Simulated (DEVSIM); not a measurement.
Device: abrupt GaP n-p junction, at 300 K.

```tsv
layer (left to right)	material	thickness (μm)	Nd (cm⁻³)	Na (cm⁻³)	τn (s)	τp (s)
1	GaP	29.0	3.6e16	-	5.9e-7	5.9e-7
2	GaP	45.0	-	2.2e15	5.9e-7	5.9e-7
```

Left contact: ohmic. Right contact: ohmic. Voltage is applied to the left contact. Recombination: SRH at mid-gap. Mobility is μmin + (μ − μmin)/(1 + (N/Nref)^α).

This is a model device: material constants are rounded textbook-type values typed into the input, and sizes, dopings and lifetimes were drawn at random. Values at 300 K.

| parameter | GaP |
|---|---|
| gap (eV) | 2.26 |
| affinity (eV) | 3.8 |
| permittivity | 11.1 |
| Nc (cm⁻³) | 1.8e19 |
| Nv (cm⁻³) | 1.9e19 |
| μn (cm²/Vs) | 250 |
| μp (cm²/Vs) | 150 |
| μn,min | 10 |
| μp,min | 10 |
| Nref,n | 4.4e18 |
| Nref,p | 1e18 |
| αn | 0.8 |
| αp | 0.85 |

Model (solved in DEVSIM): 1D drift-diffusion, Boltzmann statistics, complete ionisation; no tunnelling, impact ionisation, image-force lowering or self-heating.

Task: Tabulate band edges, carrier densities and field at 20.0 V on the left contact.

Result: Energies count from the Fermi level of the right contact; mesh points crowd at the junctions.

```
x (μm)   Ec (eV)  Ev (eV)  n (cm⁻³)  p (cm⁻³)  field (V/cm)
-------  -------  -------  --------  --------  ------------
0.000    -19.839  -22.099    3.6e16     < 1e2           ≈ 0
0.05121  -19.839  -22.099    3.6e16     < 1e2           ≈ 0
0.2213   -19.839  -22.099    3.6e16     < 1e2           ≈ 0
0.7440   -19.839  -22.099    3.6e16     < 1e2           ≈ 0
3.589    -19.839  -22.099    3.6e16     < 1e2           ≈ 0
11.29    -19.839  -22.099    3.6e16     < 1e2           ≈ 0
23.10    -19.839  -22.099    3.6e16     < 1e2           ≈ 0
27.71    -19.839  -22.099    3.6e16     < 1e2           ≈ 0
28.62    -19.839  -22.099    3.6e16     < 1e2           ≈ 0
28.90    -19.505  -21.765    8.9e10     < 1e2         60000
28.98    -18.755  -21.015     < 1e2     < 1e2        110000
29.04    -18.075  -20.335     < 1e2     < 1e2        120000
29.18    -16.376  -18.636     < 1e2     < 1e2        110000
29.63    -11.624  -13.884     < 1e2     < 1e2         99000
32.05      1.804   -0.456     < 1e2    4.1e11         12000
38.61      2.026   -0.234     < 1e2    2.2e15           ≈ 0
57.09      2.026   -0.234     < 1e2    2.2e15           ≈ 0
68.83      2.026   -0.234     < 1e2    2.2e15           ≈ 0
72.92      2.026   -0.234     < 1e2    2.2e15           ≈ 0
73.67      2.026   -0.234     < 1e2    2.2e15           ≈ 0
73.91      2.026   -0.234     < 1e2    2.2e15           ≈ 0
74.00      2.026   -0.234     < 1e2    2.2e15           ≈ 0
```
